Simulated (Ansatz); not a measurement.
**Hypothetical zinc blende LuP under a change: pressure 9 GPa**

Take LuP in the zinc blende structure (space group F-43m, No. 216; a = 6.137 Å; a hypothetical phase, not in the database extracts checked) as the base.

It is then changed as follows: cell and atoms relaxed at a pressure of 9 GPa.

Level of theory: Ansatz (a quantum-chemistry and plane-wave program) r2SCAN, no SOC. Γ-centred 9×9×9 mesh, Fermi–Dirac width 0.05 eV.

The density goes up by 0.72 g/cm³ to 6.64 g/cm³ and the shortest interatomic distance falls by 0.100 Å (2.657 Å → 2.557 Å). The enthalpy H = E + PV relative to the base's energy comes out as +1.53 eV/atom and the band gap decreases by 0.197 eV (1.98 eV → 1.79 eV). The gap character stays direct at X and the width of the top valence band rises by 0.245 eV, from 0.71 eV to 0.96 eV. The electron mass becomes 2.3 mₑ along k, 2.5 mₑ across (at X) (base: 1.6 mₑ along k, 2.2 mₑ across (at X)).

Final structure:

```
LuP
1.0
    0.00000     2.95296     2.95296
    2.95296     0.00000     2.95296
    2.95296     2.95296     0.00000
P Lu
1 1
Direct
  0.75000   0.75000   0.75000
  0.00000   0.00000   0.00000
```

Load acts through the strain it causes; cell and atoms are relaxed under it. Effective masses come from finite differences of ±0.01 Å⁻¹. Along k means along the line from Γ to the band edge. Whether these cells are dynamically stable was not tested. No other phases were tried under pressure.
